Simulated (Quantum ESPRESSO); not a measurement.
A self-consistent single point of W₂N₃ (P6_3/mmc, 10 atoms in the cell) with Quantum ESPRESSO.

Level of theory: PBEsol, GBRV 1.5 ultrasoft (PBESOL) pseudopotentials (plane waves; Quantum ESPRESSO).

```
CELL_PARAMETERS angstrom
      2.91940     0.00000     0.00000
     -1.45970     2.52827     0.00000
      0.00000     0.00000    15.83540
ATOMIC_POSITIONS crystal
  W  0.66667 0.33333 0.15716
  W  0.33333 0.66667 0.84284
  W  0.33333 0.66667 0.65716
  W  0.66667 0.33333 0.34284
  N  0.66667 0.33333 0.91352
  N  0.33333 0.66667 0.08648
  N  0.33333 0.66667 0.41352
  N  0.66667 0.33333 0.58648
  N  0.66667 0.33333 0.75000
  N  0.33333 0.66667 0.25000
```

Reference input (self-consistent single point, DFT, PBEsol, plane waves, GBRV 1.5 ultrasoft (PBESOL) pseudopotentials): ecutwfc = 40 Ry; ecutrho = 320 Ry; occupations = smearing; smearing = mp; degauss = 0.0073499 Ry; potentials = {W: w_pbesol_v1.2.uspp.F.UPF, N: n_pbesol_v1.2.uspp.F.UPF}; K_POINTS = automatic 7 7 2 0 0 0; conv_thr = 1e-10 Ry. This run's input differs from it in these lines:

```diff
@@ -15,3 +15,3 @@
   occupations = 'smearing'
-  smearing = 'mp'
+  smearing = 'gauss'
   degauss = 0.0073499
```

The program printed (abridged):

```
     Self-consistent Calculation

     iteration #  1     ecut=    40.00 Ry     beta= 0.70

     negative rho (up, down):  2.490E-01 0.000E+00

     total energy              =    -754.49532282 Ry
     estimated scf accuracy    <       3.84583989 Ry

     iteration #  2     ecut=    40.00 Ry     beta= 0.70

     negative rho (up, down):  2.561E-01 0.000E+00

     total energy              =    -749.78055120 Ry
     estimated scf accuracy    <      61.01923034 Ry

     iteration #  3     ecut=    40.00 Ry     beta= 0.70

     negative rho (up, down):  2.580E-01 0.000E+00

     total energy              =    -756.34212979 Ry
     estimated scf accuracy    <       4.51303628 Ry

   [... 11 blocks of this kind left out ...]

     iteration # 15     ecut=    40.00 Ry     beta= 0.70

     negative rho (up, down):  2.582E-01 0.000E+00

     total energy              =    -756.87819923 Ry
     estimated scf accuracy    <          4.9E-10 Ry

     iteration # 16     ecut=    40.00 Ry     beta= 0.70

     negative rho (up, down):  2.582E-01 0.000E+00
     End of self-consistent calculation

     the Fermi energy is    14.6731 ev

!    total energy              =    -756.87819923 Ry
     estimated scf accuracy    <          4.7E-11 Ry
     smearing contrib. (-TS)   =      -0.00124885 Ry
     internal energy E=F+TS    =    -756.87695038 Ry

     convergence has been achieved in  16 iterations

     negative rho (up, down):  2.582E-01 0.000E+00

     Forces acting on atoms (cartesian axes, Ry/au):

     atom    1 type  1   force =     0.00000000   -0.00000000    0.00192426
     atom    2 type  1   force =     0.00000000    0.00000000   -0.00192426
     atom    3 type  1   force =    -0.00000000   -0.00000000    0.00192426
     atom    4 type  1   force =     0.00000000    0.00000000   -0.00192426
     atom    5 type  2   force =     0.00000000    0.00000000   -0.02138699
   [... lines left out ...]
     Total force =     0.042947     Total SCF correction =     0.000036
   [... lines left out ...]

     negative rho (up, down):  2.582E-01 0.000E+00
          total   stress  (Ry/bohr**3)                   (kbar)     P=     -109.89
  -0.00077721   0.00000000  -0.00000000         -114.33        0.00       -0.00
   0.00000000  -0.00077721   0.00000000            0.00     -114.33        0.00
  -0.00000000   0.00000000  -0.00068657           -0.00        0.00     -101.00

   JOB DONE.
```

The run converged in 16 iterations. Against the reference run the free energy hardly moves (within 1 meV/atom), the pressure stays at -10.99 GPa and the largest force goes from 0.561 to 0.550 eV/Å.

The starting cell comes from a database of computed structures (which also holds hypothetical and non-ambient phases and stackings), without a prior relaxation at this level. Spin polarisation is off. With a pressure of about -11 GPa the cell is away from its equilibrium volume at this level.

Cost on one core of a shared machine: roughly 2 min.
